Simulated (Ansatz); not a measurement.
The reference is MoSi₂ (space group I4/mmm, No. 139; a = 3.1740 Å, c = 7.7787 Å; relaxed with 0.1 eV smearing). Axes: x, y, z lie along a, b, c of the conventional cell.

The values are results of plane-wave PAW DFT at the LDA level (Ansatz, an electronic-structure program, 420 eV), without spin-orbit coupling, not measurements.

Now apply this change: an isotropic linear strain of −1.50 %, atoms relaxed at fixed cell.

**Question.** Predict the stress tensor and what it implies for the stiffness.

**Answer.** Stress of the strained cell less that of the base (GPa, compression positive):
```
   10.8     0.0     0.0
    0.0    10.8     0.0
    0.0     0.0    12.3
```

Then B = −ΔP/(ΔV/V₀) with ΔV/V₀ = -0.0443 gives secant stiffness values (nonlinear terms included at this strain): B (at held cell shape, above the free-shape value) ≈ 256 GPa.

As a check, the harmonic strain energy −½ V₀ Δσ:ε is 21 meV/atom; the computed energy rise is 20 meV/atom.

Whether these cells are dynamically stable was not tested. The final runs are not spin-polarised.
